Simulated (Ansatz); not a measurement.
An Ansatz (a quantum-chemistry and plane-wave program) input (Kohn–Sham DFT with the r2SCAN+rVV10 functional, run in Ansatz with PAW and 500 eV plane waves, no spin-orbit coupling):

Ansatz 0.2 input:
```yaml
crystal:
  lattice:
    - [2.5606029982, 0, 0]
    - [1.2803014991, 2.2175472454, 0]
    - [0, 0, 6.4475328816]
  atoms:
    - { symbol: B, position: [0.3333333333, 0.3333333333, 0.25] }
    - { symbol: B, position: [0.6666666667, 0.6666666667, 0.75] }
    - { symbol: N, position: [0.3333333333, 0.3333333333, 0.75] }
    - { symbol: N, position: [0.6666666667, 0.6666666667, 0.25] }
basis: { ecutwfc: 500, ecutrho_ratio: 4, xc_grid: 4, fft_grid_basis: typed }
kpoints: { mp_grid: { grid: [15, 15, 5] } }
hamiltonian:
  xc: r2scan
  dispersion: rvv10
  pseudopotentials: { kind: paw }
scf: { occupations: { method: fermi_dirac, width: 0.05 } }
relax: { f_tol: 0.005, max_steps: 50, cell: { stress_tol: 0.01, fix: [a, b, gamma] } }
output: { forces: true, stress: true }
checkpoint: { write: state.ck, write_every: 1000 }
```

### Question
Which symmetry and how many k-points will the program report, and about how many plane waves at Γ?

### Answer
Space group P63/mmc (ITA 194) with 24 operations, k-points 81 of 1125, and 935 plane waves at Γ.

### Question
And the final pressure?

### Answer
-16.14 GPa (compression positive).

The cells carry an imposed strain or load. Whether these cells are dynamically stable was not tested. The cell was made from BN in the h-BN type structure (space group P6_3/mmc, No. 194; layered, stacked along the Cartesian z axis) by this change: biaxial strain +2.40 %, plane normal [001], relaxed out of plane.
